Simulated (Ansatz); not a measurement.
# What pressure 5 GPa does to SrTiO3

Take SrTiO3 in the cubic perovskite structure (space group Pm-3m, No. 221; a = 3.907 Å) as the base.

Modification: cell and atoms relaxed at a pressure of 5 GPa.

All numbers come from Kohn–Sham DFT with the r2SCAN functional, run in Ansatz (a program for electronic structure) with PAW and 500 eV plane waves, scalar-relativistic without spin-orbit coupling. Γ-centred 9×9×9 mesh, Fermi–Dirac width 0.05 eV.

- Volume per atom = 11.63 Å³ (base 11.93 Å³)
- Density = 5.24 g/cm³ (base 5.11 g/cm³)
- Lattice parameter a = 3.874 Å (base 3.907 Å)
- Shortest interatomic distance = 1.937 Å (base 1.954 Å)
- Band gap = 2.32 eV (base 2.26 eV)
- Gap character = indirect, R → Γ (base indirect, R → Γ)
- Smallest direct gap = 2.67 eV (base 2.63 eV)
- Mean gap deformation potential ΔEg/Δln V = -2.3 eV
- Width of the top valence band = 1.08 eV (base 1.06 eV)

Final structure:

```yaml
crystal:
  lattice:
    - [3.87448, 0.00000, 0.00000]
    - [0.00000, 3.87448, 0.00000]
    - [0.00000, 0.00000, 3.87448]
  atoms:
    - { symbol: Sr, position: [0.00000, 0.00000, 0.00000] }
    - { symbol: Ti, position: [0.50000, 0.50000, 0.50000] }
    - { symbol: O, position: [0.00000, 0.50000, 0.50000] }
    - { symbol: O, position: [0.50000, 0.50000, 0.00000] }
    - { symbol: O, position: [0.50000, 0.00000, 0.50000] }
```

Load acts through the strain it causes; cell and atoms are relaxed under it. Whether these cells are dynamically stable was not tested. No other phases were tried under pressure. The final runs are not spin-polarised. Many cubic perovskites are stable only at high temperature; tilts and polar distortions were not tested.
